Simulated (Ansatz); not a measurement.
```
CELL_PARAMETERS angstrom
      0.00000     3.25088     3.25088
      3.25088     0.00000     3.25088
      3.25088     3.25088     0.00000
ATOMIC_POSITIONS crystal
  Na 0.25000 0.25000 0.25000
  Na 0.75000 0.75000 0.75000
  S  0.00000 0.00000 0.00000
```

The numbers are results of PBEsol, rigid bands (plane waves, PAW, scalar-relativistic; Ansatz, a first-principles code), not measurements. Cell: cell and atoms relaxed with PBEsol.

Task: What conductivity effective mass do dilute electrons have at 300 K?

Result: 0.29 mₑ.

Task: Predict the hole conductivity mass (n e² τ/σ) at 300 K, by direction if it differs.

Result: 2.8 mₑ.

Task: And the band gap?

Result: 2.43 eV at this level; semilocal functionals usually fall short of the measured gap.

Rigid bands, one relaxation time for all states, no polarons. Spin-orbit coupling is left out; where it splits the top of the valence band it changes the hole mass and lowers the gap by about a third of the splitting.

Formula and space group known from diffraction (Crystallography Open Database), not checked to be the room-temperature form: Na2S (Fm-3m).
